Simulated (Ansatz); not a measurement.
## A computed series for GaAs: pressure series

The parent structure is GaAs in the zinc blende structure (space group F-43m, No. 216).

GaAs is taken in the cubic space group F-43m (No. 216), the zinc blende structure, Pearson symbol cF8. Cell: a = 5.746 Å, b = 5.746 Å, c = 5.746 Å, α = 90.00°, β = 90.00°, γ = 90.00°. Ga on 4a has 4 As at 2.488 Å (tetrahedral). As on 4d has 4 Ga at 2.488 Å (tetrahedral). (Neighbours: up to the widest gap in distance over summed covalent radii, below 1.35, at either atom; cation-cation and far metal-metal contacts left out.)
(The calculation used a cell of 2 atoms; values per cell refer to that cell.)

Cell and atoms are relaxed at each pressure.

Level of theory: DFT with PBE, PAW potentials and a 420 eV plane-wave cutoff in Ansatz (a quantum-chemistry and plane-wave program), no spin-orbit coupling.

Before the change:

```
Quantity    Value
--------  -------
Band gap  0.16 eV
```

**Question.** The aim is a band gap between 0.96 eV and 1.07 eV. Which of these changes reaches it?
A) pressure 4.5 GPa
B) pressure 9 GPa
C) pressure −2 GPa

**Answer.** B, pressure 9 GPa. It gives 1.01 eV; pressure 4.5 GPa gives 0.63 eV; pressure −2 GPa gives zero. Changes not listed may reach it too

A case with no gap was solved on a k-mesh chosen for an insulator, which is coarse for it. Load acts through the strain it causes; cell and atoms are relaxed under it. Stability against distortions was not tested. Tetrahedral semiconductors of this kind turn to denser phases somewhere between about 1 and 50 GPa; those were not computed, so compressed cells here can lie past the real transition. The final runs are not spin-polarised. A zero or small gap of GaAs can be the functional's error rather than a property of the material.
